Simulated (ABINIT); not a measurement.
Worked example: self-consistent single point of MnS (Fm-3m, 4 atoms in the cell) in ABINIT.

Method of the run: PBE, PAW (JTH v2.0 PBE PAW) (plane waves; ABINIT).

The change in words: lattice scaled by 0.98. Reference geometry:
```xyz
4
Lattice="5.0916 2.5458 2.5458 2.5458 5.0916 2.5458 2.5458 2.5458 5.0916" Properties=species:S:1:pos:R:3 pbc="T T T"
Mn     0.0000     0.0000     0.0000
Mn     5.0916     5.0916     5.0916
S      2.5458     2.5458     2.5458
S      7.6374     7.6374     7.6374
```
Moments meant for the start (each program seeds them in its own way; μB, in the order of the atoms Mn Mn S S): 5.0 -5.0 0.0 0.0.

Reference input (self-consistent single point, DFT, PBE, plane waves, PAW (JTH v2.0 PBE PAW)): pseudos = [Mn.GGA_PBE-JTH.xml, S.GGA_PBE-JTH.xml]; ecut = 30 Ha; pawecutdg = 60 Ha; pawxcdev = 0; ixc = 11; nsppol = 2; occopt = 3; tsmear = 0.00073499 Ha; ngkpt = 6 6 6; nshiftk = 1; shiftk = 0 0 0; potentials = JTH v2.0 PBE PAW. This run's input differs from it in these lines:

```diff
@@ -5,5 +5,5 @@
 rprim
-         9.6217068594    4.8108534297    4.8108534297
-         4.8108534297    9.6217068594    4.8108534297
-         4.8108534297    4.8108534297    9.6217068594
+         9.4292722687    4.7146361344    4.7146361344
+         4.7146361344    9.4292722687    4.7146361344
+         4.7146361344    4.7146361344    9.4292722687
 natom 4
@@ -14,5 +14,5 @@
          0.0000000000    0.0000000000    0.0000000000
-         5.0915880000    5.0915880000    5.0915880000
-         2.5457940000    2.5457940000    2.5457940000
-         7.6373820000    7.6373820000    7.6373820000
+         4.9897560000    4.9897560000    4.9897560000
+         2.4948780000    2.4948780000    2.4948780000
+         7.4846340000    7.4846340000    7.4846340000
       Angstrom
```

Log, with long lists cut:

```
--- !BeginCycle
solver: {iscf: 17, nstep: 50, nline: 4, wfoptalg: 10, }
tolerances: {tolvrs: 1.00E-11, }
...

     iter   Etot(hartree)     deltaE(h) residm    nres2    magn
 ETOT  1  -228.17781272583    -2.28E+02 6.93E+00 4.16E+03 1.119
 ETOT  2  -235.64011305186    -7.46E+00 1.61E-01 2.01E+04 0.099
 ETOT  3  -230.25151468149     5.39E+00 6.35E-01 4.38E+02 0.072
 ETOT  4  -231.59084479136    -1.34E+00 4.24E-01 1.00E+04 0.000
 ETOT  5  -230.36513493775     1.23E+00 9.27E-02 5.28E+02 0.300
   [... 21 lines left out ...]
 ETOT 27  -230.36275920320     2.84E-12 1.45E-05 3.62E-10 0.000
 ETOT 28  -230.36275920321    -3.78E-12 4.77E-06 4.30E-11 0.000
 ETOT 29  -230.36275920321     5.40E-13 6.29E-06 1.27E-11 0.000
 ETOT 30  -230.36275920321    -8.53E-13 2.06E-06 2.34E-12 0.000
 At SCF step   30       nres2   =  2.34E-12 < tolvrs=  1.00E-11 =>converged.

 Cartesian components of stress tensor (hartree/bohr^3)
  sigma(1 1)= -2.60693188E-04  sigma(3 2)=  1.11317512E-05
  sigma(2 2)= -2.60693188E-04  sigma(3 1)=  1.11317512E-05
  sigma(3 3)= -2.60693188E-04  sigma(2 1)=  1.11317512E-05

 Integrated electronic and magnetization densities in atomic spheres:
 Radius=ratsph(iatom), smearing ratsm=  0.0000. Diff(up-dn)=approximate z local magnetic moment.
 Atom    Radius    up_density   dn_density  Total(up+dn)  Diff(up-dn)
    1   2.11192     8.497288     4.577302     13.074590     3.919986
    2   2.11192     4.577302     8.497288     13.074590    -3.919986
    3   1.90380     1.821351     1.821351      3.642701    -0.000000
    4   1.90380     1.821351     1.821351      3.642701    -0.000000
   [... lines left out ...]
 Total magnetization (from the atomic spheres):            -0.000000
 Total magnetization (exact up - dn):                      -0.000000
 Fermi (or HOMO) energy (hartree) =   0.31565   Average Vxc (hartree)=  -0.41010
 Fermi (or HOMO) energy (eV) =   8.58937   Average Vxc (eV)= -11.15927
   [... lines left out ...]
'-kT*entropy'       : -1.58097291396398E-07
total_energy        : -2.30362759165006E+02
total_energy_eV     : -6.26848946668772E+03
...

-Cartesian components of stress tensor (GPa)         [Pressure=  7.6699E+00 GPa]
- sigma(1 1)= -7.66985711E+00  sigma(3 2)=  3.27507371E-01
- sigma(2 2)= -7.66985711E+00  sigma(3 1)=  3.27507371E-01
- sigma(3 3)= -7.66985711E+00  sigma(2 1)=  3.27507371E-01

 Calculation completed.
```

The run converged in 30 iterations. Against the reference run the free energy rises by 29.7 meV/atom, the pressure goes from 1.99 to 7.67 GPa and the gap on the mesh goes from 0.588 to 0.302 eV.

The starting cell has typed, rounded lattice constants, without a prior relaxation at this level. Its lattice was rescaled by a random factor within 2.5 % of one. For this run, on top of that: lattice scaled by 0.98. The magnetic order is the one reached from the typed start; others were not searched systematically. With a pressure of about 8 GPa the cell is away from its equilibrium volume at this level.

Cost on one core of a shared machine: roughly 10 min.
